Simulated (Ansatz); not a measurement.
The starting structures come from a database of crystals and need not be the phases stable at ambient conditions.

 Where the default PAW files enter, the runs use the earlier of Ansatz's two default sets.

The decay constant κ of evanescent states in the gap governs leakage through a thin film.

Consider the following.

```xyz
5
Lattice="4.4372 0.0000 0.0000 0.0000 7.6148 0.0000 2.2186 0.0000 3.8427" Properties=species:S:1:pos:R:3 pbc="T T T"
Ba     0.0000     0.0000     0.0000
Cd     4.4372     4.7997     2.5618
Cd     2.2186     2.8151     1.2809
P      4.4372     2.0441     2.5618
P      2.2186     5.5708     1.2809
```

Space group of this cell: P-3m1. The cell is taken as given.

Transport runs along the normal of the first two printed cell vectors, the (100) plane of the conventional cell.

The gap is the functional's own, uncorrected, and κ follows it; spin-orbit coupling is left out. Mid-gap values are interpolated between the computed energies.

**Question.** Compute, with r2SCAN (Ansatz, a quantum-chemistry and plane-wave program), the band gap and the smallest decay constant κ at mid-gap.

**Answer.** Gap 1.09 eV on a 8×4×8 mesh; κ = 0.086 1/Å, at the zone centre.
